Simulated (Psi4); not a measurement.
Psi4 1.11, TPSS/def2-svp: Ga(Cl)(Vi)2 (C=[CH][Ga]([Cl])[CH]=C), 12 atoms. The geometry is a generated start, not checked to be a minimum at this level.

```yaml
task: energy
method: tpss
basis: def2-svp
memory: 3 GB
maxiter: 100
keys_of_the_molecule_block: symmetry c1
scf_type: df (default)
guess: auto, which took SAD (default)
scf_initial_accelerator: adiis (default)
e_convergence: 1e-06 (default)
d_convergence: 1e-06 (default)
dft_radial_points: 75 (default)
dft_spherical_points: 302 (default)
basis_functions: 136
grid_points: 257177
```

```xyz
12

Ga     0.8234     0.8427     0.5158
Cl     2.1791     2.2138     1.3455
C     -0.7781     1.6515    -0.4381
C     -1.6569     0.9741    -1.1653
H     -0.8740     2.7383    -0.3695
H     -2.4793     1.4535    -1.6835
H     -1.6061    -0.1008    -1.2710
C      1.3010    -1.1222     0.7314
C      0.4938    -2.1439     0.4851
H      2.3129    -1.3268     1.0907
H      0.8033    -3.1735     0.6233
H     -0.5191    -2.0068     0.1357
```

One run each on 2 threads. Values of diis_max_vecs tried: 3, 6, 10 (default), 20.

Question: Predict the course of the SCF iterations along this series.

Answer: Fewest SCF iterations, within one of each other: 6 with 14, 10 (default) with 14, 20 with 14. The count rises to 24 at 3. All converge to one solution.

```
diis_max_vecs  SCF iterations            end
-------------  --------------  -------------
3                          24  same solution
6                          14  same solution
10 (default)               14  same solution
20                         14  same solution
```
